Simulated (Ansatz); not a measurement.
Consider Ta in the bcc (W type) structure (space group Im-3m, No. 229; a = 3.320 Å).

Method: PBE, PAW, 420 eV (Ansatz, a first-principles code; scalar-relativistic without spin-orbit coupling).

Before the change:

```
Item               Result
---------------  --------
Volume per atom  18.29 Å³
```

One thing is altered: cell and atoms relaxed at a pressure of 22.5 GPa.

**Question.** What happens to the volume per atom?

**Answer.** The volume per atom drops by 1.67 Å³ to 16.62 Å³.

Load acts through the strain it causes; cell and atoms are relaxed under it. No phonon test of stability was made. Competing high-pressure phases were not computed. The final runs are not spin-polarised.
